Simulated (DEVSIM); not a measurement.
Structure: GaAs n+/n-/n+ resistor, at 300 K.

```csv
layer (left to right),material,thickness (μm),Nd (cm⁻³),τn (s),τp (s)
1,GaAs,0.210,1.5e17,2.3e-8,2.3e-8
2,GaAs,3.30,3.7e15,2.3e-8,2.3e-8
3,GaAs,0.910,1.3e17,2.3e-8,2.3e-8
```

Left contact: ohmic. Right contact: ohmic. Voltage is applied to the left contact. Recombination: SRH at mid-gap, radiative, Auger. Mobility is constant in doping.

Constants are typed, rounded textbook-type inputs, not results; the design itself was drawn at random and stands for no fabricated device. Values at 300 K.

| parameter | GaAs |
|---|---|
| gap (eV) | 1.424 |
| affinity (eV) | 4.07 |
| permittivity | 12.9 |
| Nc (cm⁻³) | 4.7e17 |
| Nv (cm⁻³) | 9e18 |
| μn (cm²/Vs) | 8500 |
| μp (cm²/Vs) | 400 |
| B (cm³/s) | 2e-10 |
| Cn (cm⁶/s) | 1e-30 |
| Cp (cm⁶/s) | 1e-30 |

Model (solved in DEVSIM): 1D drift-diffusion, Boltzmann statistics, complete ionisation; no tunnelling, impact ionisation, image-force lowering or self-heating.

Task: Give the dark forward current.

Result: 
(V (V), J (A/cm²)): (0.05, 800); (0.10, 1600); (0.20, 3200); (0.25, 4000); (0.35, 5600); (0.40, 6400); (0.50, 8000); (0.55, 8800); (0.65, 10000); (0.70, 11000); (0.75, 12000); (0.85, 14000); (0.90, 14000); (1.00, 16000); (1.05, 17000); (1.15, 18000); (1.20, 19000); (1.30, 21000); (1.35, 22000); (1.40, 22000); (1.50, 24000); (1.55, 25000); (1.65, 26000); (1.70, 27000); (1.80, 29000); (1.85, 30000); (1.95, 31000); (2.00, 32000)
